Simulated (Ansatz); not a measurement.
## CdS, response to strain

Start from CdS in the zinc blende structure (space group F-43m, No. 216).

```
CdS
1.0
    0.00000     2.91212     2.91212
    2.91212     0.00000     2.91212
    2.91212     2.91212     0.00000
Cd S
1 1
Direct
  0.00000   0.00000   0.00000
  0.25000   0.25000   0.25000
```

Strains are applied to the cell and any free atomic positions relax.

All numbers come from Ansatz (an electronic-structure program), PBEsol, PAW, cutoff 420 eV, spin-orbit coupling left out.

```tsv
isotropic strain (%)	pressure (GPa)
-3	6.9
-2.5	5.6
-1.5	3.1
-1	2.0
0	0.0
1	?
1.5	-2.5
2	-3.2
3	-4.4
```

Problem. Fit P = P₀ − Bδ + Cδ² with δ = (1 + ε)³ − 1 to the rows shown and predict the withheld row.

Solution. Least squares on the printed values gives P₀ = 0.0 GPa, B = 63.4 GPa, C = 178 GPa (largest residual 0.0 GPa); this predicts -1.8 GPa, and the run gives -1.7 GPa, in agreement.

Whether these cells are dynamically stable was not tested.
